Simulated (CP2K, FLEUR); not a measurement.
A FLEUR input for a self-consistent single point of LaTl (Pm-3m, 2 atoms in the cell) (DFT, PBEsol, all-electron FLAPW (FLEUR), scalar-relativistic valence):

Input of the input generator:

```
scf LaTl
&input film=f /
1.0000000000 0.0000000000 0.0000000000
0.0000000000 1.0000000000 0.0000000000
0.0000000000 0.0000000000 1.0000000000
7.5067102629
1.0 1.0 1.0

2
57 0.0000000000 0.0000000000 0.0000000000
81 0.5000000000 0.5000000000 0.5000000000

&comp jspins=1 /
&exco xctyp='PBEs' /
&kpt div1=8 div2=8 div3=8 gamma=t /
&end /
```

```xml
<?xml version="1.0" encoding="UTF-8" standalone="no"?>
<fleurInput fleurInputVersion="0.39">
   <comment>
      scf LaTl                                                                                            
   </comment>
   <calculationSetup>
      <cutoffs Kmax="3.8" Gmax="13.3" GmaxXC="13.3" numbands="0"/>
      <scfLoop itmax="80" minDistance="0.00001" maxIterBroyd="40" imix="Anderson" alpha="0.05" precondParam="0.0" spinf="2.0"/>
      <coreElectrons ctail="T" frcor="F" kcrel="0" coretail_lmax="0"/>
      <xcFunctional name="PBEs" relativisticCorrections="F"/>
      <magnetism jspins="1"/>
      <soc l_soc="F" theta="0.0" phi="0.0" spav="F"/>
      <expertModes spex="0" secvar="F"/>
      <geometryOptimization l_f="T" forcealpha="1.0" forcemix="BFGS" epsdisp="0.00001" epsforce="0.00001"/>
      <ldaU l_linMix="F" mixParam="0.05" spinf="1.0"/>
   </calculationSetup>
   <cell>
      <bzIntegration valenceElectrons="24.0" mode="gauss" fermiSmearingEnergy="0.00367493">
         <kPointListSelection listName="default-1"/>
         <!-- k-points included here -->
         <xi:include xmlns:xi="http://www.w3.org/2001/XInclude" href="kpts.xml"> </xi:include>
      </bzIntegration>
      <!-- symmetry operations included here -->
      <xi:include xmlns:xi="http://www.w3.org/2001/XInclude" href="sym.xml"> </xi:include>
      <bulkLattice scale="1.0">
         <bravaisMatrix>
            <row-1>    7.5067102629000004     0.0000000000000000     0.0000000000000000</row-1>
            <row-2>    0.0000000000000000     7.5067102629000004     0.0000000000000000</row-2>
            <row-3>    0.0000000000000000     0.0000000000000000     7.5067102629000004</row-3>
         </bravaisMatrix>
      </bulkLattice>
   </cell>
   <atomSpecies>
      <species name="Lanthanum (La)" element="La" atomicNumber="57">
         <mtSphere radius="2.63" gridPoints="925" logIncrement="0.014"/>
         <atomicCutoffs lmax="10" lnonsphr="8"/>
         <electronConfig flipSpins="F">
            <coreConfig>(1s1/2) (2s1/2) (2p1/2) (2p3/2) (3s1/2) (3p1/2) (3p3/2) (4s1/2) (3d3/2) (3d5/2) (4p1/2) (4p3/2) (4d3/2) (4d5/2)</coreConfig>
            <valenceConfig>(5s1/2) (5p1/2) (5p3/2) (6s1/2) (5d3/2) (5d5/2)</valenceConfig>
            <stateOccupation state="(5d3/2)" spinUp="0.2" spinDown="0.2"/>
            <stateOccupation state="(5d5/2)" spinUp="0.3" spinDown="0.3"/>
         </electronConfig>
         <energyParameters s="6" p="6" d="5" f="4"/>
         <lo type="SCLO" l="0" n="5" eDeriv="0"/>
         <lo type="SCLO" l="1" n="5" eDeriv="0"/>
      </species>
      <species name="Thallium (Tl)" element="Tl" atomicNumber="81">
         <mtSphere radius="2.63" gridPoints="925" logIncrement="0.015"/>
         <atomicCutoffs lmax="10" lnonsphr="8"/>
         <electronConfig flipSpins="F">
            <coreConfig>(1s1/2) (2s1/2) (2p1/2) (2p3/2) (3s1/2) (3p1/2) (3p3/2) (4s1/2) (3d3/2) (3d5/2) (4p1/2) (4p3/2) (5s1/2) (4d3/2) (4d5/2) (4f5/2) (4f7/2) (5p1/2) (5p3/2)</coreConfig>
            <valenceConfig>(6s1/2) (5d3/2) (5d5/2) (6p1/2) (6p3/2)</valenceConfig>
            <stateOccupation state="(6p1/2)" spinUp="0.1666666666667" spinDown="0.1666666666667"/>
            <stateOccupation state="(6p3/2)" spinUp="0.3333333333333" spinDown="0.3333333333333"/>
         </electronConfig>
         <energyParameters s="6" p="6" d="6" f="5"/>
         <lo type="SCLO" l="2" n="5" eDeriv="0"/>
      </species>
   </atomSpecies>
   <atomGroups>
      <atomGroup species="Lanthanum (La)">
         <relPos label="                   1">.0000000000 .0000000000 .0000000000</relPos>
         <force calculate="T" relaxXYZ="TTT"/>
      </atomGroup>
      <atomGroup species="Thallium (Tl)">
         <relPos label="                   2">1.000/2.000 1.000/2.000 1.000/2.000</relPos>
         <force calculate="T" relaxXYZ="TTT"/>
      </atomGroup>
   </atomGroups>
   <output dos="F" band="F" slice="F">
      <checks vchk="F" cdinf="F"/>
      <bandDOS minEnergy="-.5*Htr" maxEnergy="0.5*Htr" sigma="0.015" storeEVData="T"/>
      <vacuumDOS vacdos="F" integ="F" star="F" nstars="0" locx1="0.0" locy1="0.0" locx2="0.0" locy2="0.0" nstm="0" tworkf="0.0"/>
      <unfoldingBand unfoldBand="F" supercellX="1" supercellY="1" supercellZ="1"/>
      <plotting iplot="0" polar="F">
         <plot TwoD="T" vec1="  1.0  0.0  0.0" vec2="  0.0  1.0  0.0" vec3="  0.0  0.0  1.0" zero="  0.0  0.0  0.0" file="plot"/>
      </plotting>
      <chargeDensitySlicing numkpt="0" minEigenval="0.0" maxEigenval="0.0" nnne="0" pallst="F"/>
      <specialOutput eonly="F"/>
      <magneticCircularDichroism mcd="F" energyLo="-10.0" energyUp="0.0"/>
   </output>
  <!-- We include the file relax.xml here to enable relaxations (see documentation) -->
  <xi:include xmlns:xi="http://www.w3.org/2001/XInclude" href="relax.xml"> <xi:fallback/> </xi:include>
</fleurInput>
```

Q: Write the same calculation as an input for CP2K.

A: One input that does it (others would too):

```
&GLOBAL
  PROJECT bulk
  RUN_TYPE ENERGY_FORCE
  PRINT_LEVEL LOW
&END GLOBAL
&FORCE_EVAL
  METHOD Quickstep
  STRESS_TENSOR ANALYTICAL
  &DFT
    BASIS_SET_FILE_NAME BASIS_MOLOPT
    BASIS_SET_FILE_NAME BASIS_MOLOPT_UCL
    POTENTIAL_FILE_NAME GTH_POTENTIALS
    &QS
      METHOD GPW
      EPS_DEFAULT 1E-10
    &END QS
    &MGRID
      CUTOFF 500
      REL_CUTOFF 40
      NGRIDS 5
    &END MGRID
    &SCF
      SCF_GUESS ATOMIC
      EPS_SCF 1E-7
      MAX_SCF 100
      ADDED_MOS 5
      &DIAGONALIZATION
        ALGORITHM STANDARD
      &END DIAGONALIZATION
      &MIXING
        METHOD BROYDEN_MIXING
        ALPHA 0.2
        NBUFFER 12
      &END MIXING
      &SMEAR ON
        METHOD GAUSSIAN
        SIGMA [eV] 0.1
      &END SMEAR
    &END SCF
    &KPOINTS
      SCHEME MONKHORST-PACK 8 8 8
      GAMMA_CENTERED T
    &END KPOINTS
    &XC
      &XC_FUNCTIONAL
        &PBE
          PARAMETRIZATION PBESOL
        &END PBE
      &END XC_FUNCTIONAL
    &END XC
    &PRINT
      &MO
        EIGENVALUES T
        OCCUPATION_NUMBERS T
        NDIGITS 8
        FILENAME mo
        &EACH
          QS_SCF 0
        &END EACH
        ADD_LAST NUMERIC
      &END MO
      &MULLIKEN OFF
      &END MULLIKEN
    &END PRINT
  &END DFT
  &SUBSYS
    &CELL
      A 3.97238000 0.00000000 0.00000000
      B 0.00000000 3.97238000 0.00000000
      C 0.00000000 0.00000000 3.97238000
      PERIODIC XYZ
    &END CELL
    &COORD
      La       0.00000000     0.00000000     0.00000000
      Tl       1.98619000     1.98619000     1.98619000
    &END COORD
    &KIND La
      BASIS_SET DZVP-MOLOPT-SR-GTH-q11
      POTENTIAL GTH-PBE-q11
    &END KIND
    &KIND Tl
      BASIS_SET DZVP-MOLOPT-SR-GTH-q13
      POTENTIAL GTH-PBE-q13
    &END KIND
  &END SUBSYS
  &PRINT
    &FORCES ON
    &END FORCES
    &STRESS_TENSOR ON
    &END STRESS_TENSOR
  &END PRINT
&END FORCE_EVAL
```

Basis settings and potentials, where a program has them, do not carry over. This input uses DFT PBEsol, GPW, DZVP-MOLOPT-SR-GTH basis, GTH-PBE potentials (GTH_POTENTIALS).

The starting cell comes from a database of computed structures (which also holds hypothetical and non-ambient phases and stackings), without a prior relaxation at this level.
